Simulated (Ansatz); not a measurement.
The starting structures come from a database of crystals and need not be the phases stable at ambient conditions.

Tunnelling through a barrier is set by its complex band structure: the current falls as exp(−2κd) with the smallest κ.

```
Au2Cs2SnS4
1.0
    6.26178     0.00000     0.00000
   -3.13089     7.43771     0.00000
    3.13089     0.00000    12.84334
Cs Sn S Au
4 2 8 4
Direct
  0.81993   0.00000   0.36014
  0.18007   0.00000   0.63986
  0.43007   0.50000   0.13986
  0.06993   0.50000   0.86014
  0.25000   0.50000   0.50000
  0.00000   0.00000   0.00000
  0.75135   0.80482   0.88464
  0.36401   0.19518   0.88464
  0.83117   0.19518   0.11536
  0.05347   0.80482   0.11536
  0.49865   0.69518   0.61536
  0.88599   0.30482   0.61536
  0.41883   0.30482   0.38464
  0.19653   0.69518   0.38464
  0.56133   0.00000   0.87734
  0.43867   0.00000   0.12266
  0.68867   0.50000   0.62266
  0.81133   0.50000   0.37734
```

Space group of this cell: Fddd. The cell is taken as given; by r2SCAN its mean pressure is -1.4 GPa.

Transport runs along the normal of the first two printed cell vectors.

The gap is the functional's own, uncorrected, and κ follows it; spin-orbit coupling is left out. Mid-gap values are interpolated between the computed energies.

Problem. Give the band gap and the smallest decay constant κ at mid-gap that r2SCAN (Ansatz, a program for electronic structure) yields.

Solution. Gap 2.36 eV on a 6×6×6 mesh; κ = 0.269 1/Å, at the zone centre.
